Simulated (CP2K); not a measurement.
**Short convergence ladders for a (110) slab of CuAu (cut from a parent of space group no. 123; 6 atoms in the cell)**

```
CELL_PARAMETERS angstrom
      3.68835     0.00000     0.00000
      0.00000     3.97960     0.00000
      0.00000     0.00000    17.97959
ATOMIC_POSITIONS crystal
  Cu 0.00000 0.75000 0.38933
  Au 0.50000 0.25000 0.38933
  Cu 0.00000 0.25000 0.50000
  Au 0.50000 0.75000 0.50000
  Cu 0.00000 0.75000 0.61067
  Au 0.50000 0.25000 0.61067
```

Base method: PBEsol, GPW, DZVP-MOLOPT-SR-GTH basis, GTH-PBE potentials (GTH_POTENTIALS) (CP2K).

Base settings: CUTOFF = 600 Ry; REL_CUTOFF = 50 Ry; SMEAR/METHOD = FERMI_DIRAC; ELECTRONIC_TEMPERATURE = 1160.45 K; KPOINTS/SCHEME = MONKHORST-PACK 4 4 1; GAMMA_CENTERED = T; XC_FUNCTIONAL = PBE:PBESOL; Cu/BASIS_SET = DZVP-MOLOPT-SR-GTH; Cu/POTENTIAL = GTH-PBE-q11; Au/BASIS_SET = DZVP-MOLOPT-SR-GTH.

Core times come from one kind of shared machine, to one figure; runs under 30 s give none.

**The vacuum**

The mesh stays at the base's, so the ladder's end is converged at best in this setting alone.

Only quantities that move along the ladder and can be compared are tabulated; forces are left out, as grid noise moves with the cell.

| vacuum between outermost atoms (Å) | free energy less the last step's (meV/atom) | core time / last (rough) |
|---|---|---|
| 3.0 | -70.04 | 0.7 |
| 5.0 | -2.78 | 0.6 |
| 7.0 | -1.07 | 0.5 |
| 10.0 | -0.25 | 0.5 |
| 14.0 | -0.04 | 0.4 |
| 30.0 | 0.00 | 1 |

Smallest vacuum between outermost atoms (Å) that holds the free energy within 2 meV/atom of the last step, with all finer ones: 7.0; the step before is off by 2.8 meV/atom.

**The k-point mesh**

Only quantities that move along the ladder and can be compared are tabulated.

```tsv
KPOINTS/SCHEME	free energy less the last step's (meV/atom)	largest difference of a force vector from the last step's (eV/Å)
MONKHORST-PACK 2 2 1	115.32	0.285
MONKHORST-PACK 4 3 1	13.66	0.078
MONKHORST-PACK 4 4 1	13.26	0.100
MONKHORST-PACK 6 5 1	9.41	0.018
MONKHORST-PACK 17 16 1	0.00	0.000
```

Coarsest KPOINTS/SCHEME that holds the free energy within 5 meV/atom: not settled: the last two steps still differ by 9.4 meV/atom, over half the tolerance, so the ladder does not show it.

Coarsest KPOINTS/SCHEME that holds the forces within 0.02 eV/Å: not settled: the last two steps still differ by 0.018 eV/Å, over half the tolerance, so the ladder does not show it.

Two neighbours can agree and both be off: MONKHORST-PACK 4 3 1 and MONKHORST-PACK 4 4 1 differ by 0.41 meV/atom in the free energy, yet lie about 13 meV/atom from the last step.

**The cutoff of the density grid**

The mesh stays at the base's, so the ladder's end is converged at best in this setting alone.

Only quantities that move along the ladder and can be compared are tabulated.

```csv
CUTOFF,free energy less the last step's (meV/atom),largest difference of a force vector from the last step's (eV/Å),core time / last (rough)
420 Ry,-0.54,0.046,0.5
600 Ry,0.54,0.041,0.3
720 Ry,-0.11,0.010,0.5
1200 Ry,0.00,0.000,1
```

Coarsest CUTOFF that holds the free energy within 0.5 meV/atom of the last step, with all finer ones: 720 Ry; the step before is off by 0.54 meV/atom.

Coarsest CUTOFF that holds the forces within 0.02 eV/Å: not settled: the last two steps still differ by 0.010 eV/Å, over half the tolerance, so the ladder does not show it.

On the base run: the starting cell has typed, rounded lattice constants, without a prior relaxation at this level. The slab is cut from that crystal, and its faces are unrelaxed. Its lattice was rescaled by up to half a per cent. Spin polarisation is off. Values carry the incompleteness of an atom-centred basis. The potentials were made for another functional than the one used. Without a gap this mesh is coarse (it stands for a supercell whose shortest in-plane vector is 15 Å).

Left out of this page: 1 run of the series unsound by tests on forces, stress, charge or solver warnings.
